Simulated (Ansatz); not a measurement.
Abridged Ansatz (a program for electronic structure) output:

```
Pseudopotential: S, paw, valence charge 6
Pseudopotential: Pt, paw, valence charge 18
Crystal: 3 atoms, lattice volume = 51.790 Å³
Basis set: ecut = 420 eV, 993 PW (Γ), exchange–correlation on 48×48×64 points (8 copies of the dense FFT grid, shifted against one another)
Bands: 19, of which v1, the nominal top of the filled ones, is band 15 counted from 1 (14 counted from 0)
Symmetry: 12 space group operations
k-points: 238 of 2250
Functional: x = pbe(κ = 0.804, μ = 0.2195149727645171), c = pbe(β = 0.06672455060314922)
SCF iter   1: F=—  HF=-14329.467370 eV  |F-HF|=—  |Δ(HF+E_count)|=         —  Δρ=3.52e-3  dr2=3.41e-3  ethr=1.77e-3  ⟨swp⟩=5.1  Hψ=22110  notcnv=0
SCF iter   2: F=—  HF=-14329.467847 eV  |F-HF|=—  |Δ(HF+E_count)|=   4.78e-4  Δρ=1.73e-3  dr2=8.48e-4  ethr=1.14e-5  ⟨swp⟩=2.2  Hψ=7805  notcnv=0
SCF 1 converged in 8 iterations: F = -14329.468041 eV  dr2 = 1.48e-11
SCF converged after 8 iterations
Free energy (F): -14329.468041 eV
Internal energy: -14329.467061 eV  (E = F + TS)
E sigma→0 (E₀):  -14329.467551 eV
Entropy (-TS):   -0.000979 eV (-0.326 meV/atom)
Fermi energy:    12.421219 eV
  E_disp       = -1.356057  (pairwise vdW)
--- Forces (eV/Å), atoms counted from 1 ---
  atom   1  S      0.00000000     0.00000000    -0.00049675
  atom   2  S      0.00000000    -0.00000000     0.00049675
  atom   3  Pt     0.00000000    -0.00000000     0.00000000
--- Stress (GPa, compression-positive) ---
        0.004372       0.000000      -0.000000
        0.000000       0.004372      -0.000000
        0.000000      -0.000000       0.003550
  P = ⅓ Tr σ = 0.0041 GPa (0.041 kbar)
```

Question: What was computed, and what are the main results?

Answer: PtS2, 3 atoms in the cell, with Ansatz, PBE-D3(BJ), PAW, cutoff 420 eV, no SOC. The last SCF converged to F = -14329.468041 eV, or -4776.4893 eV per atom, at a pressure of 0.00 GPa. The total energy compares only with runs of the same code, potentials and settings.

Spin-orbit coupling, missing from the scalar runs, can matter with Pt. Whether these cells are dynamically stable was not tested. The final runs are not spin-polarised. The cell was made from PtTe2 by this change: Te → S.
